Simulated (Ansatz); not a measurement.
CdSe: biaxial strain −3.00 %, plane normal [001], relaxed out of plane

The parent structure is CdSe in the wurtzite structure (space group P6_3mc, No. 186; a = 4.248 Å, c = 6.941 Å). Axes: x lies along a and z along c of the hexagonal cell.

It is then changed as follows: biaxial strain −3.00 %, plane normal [001], relaxed out of plane (Cartesian); in-plane vectors clamped, the third vector and the atoms free.

All numbers come from DFT with LDA, PAW potentials and a 420 eV plane-wave cutoff in Ansatz (an electronic-structure program), no spin-orbit coupling. Settings: 9×9×5 k-points, 0.05 eV Fermi–Dirac smearing.

```tsv
quantity	base	changed	shift
volume per atom	27.11 Å³	26.23 Å³	-0.885 Å³
space group	P6_3mc (No. 186)	P6_3mc (No. 186)	–
shortest interatomic distance	2.600 Å	2.574 Å	-0.0266 Å
pressure (mean of the normal stresses, compression positive)	0.00 GPa	1.86 GPa	+1.86 GPa
band gap	0.46 eV	0.36 eV	-0.10 eV
gap character	direct at Γ	direct at Γ	–
width of the top valence band	1.88 eV	2.08 eV	+0.20 eV
electron mass	0.047 mₑ (at Γ)	0.054 mₑ out of plane, 0.042 mₑ in plane (at Γ)	–
valence-band top at Γ (three highest levels, from the VBM)	0.00, 0.00, -0.07 eV	0.00, 0.00, -0.38 eV	–
out-of-plane strain	–	+2.81 %	–
ratio −ε⊥/ε∥	–	0.94	–
mean in-plane stress (compression positive)	–	+2.8 GPa	–
```

Final structure (turned so that z lies along the plane normal):

```
CdSe
1.0
    4.12012     0.00000     0.00000
    2.06006     3.56813     0.00000
    0.00000     0.00000     7.13604
Cd Se
2 2
Direct
  0.33333   0.33333   0.00687
  0.66667   0.66667   0.50687
  0.33333   0.33333   0.36913
  0.66667   0.66667   0.86913
```

Effective masses come from finite differences of ±0.01 Å⁻¹. Whether these cells are dynamically stable was not tested.
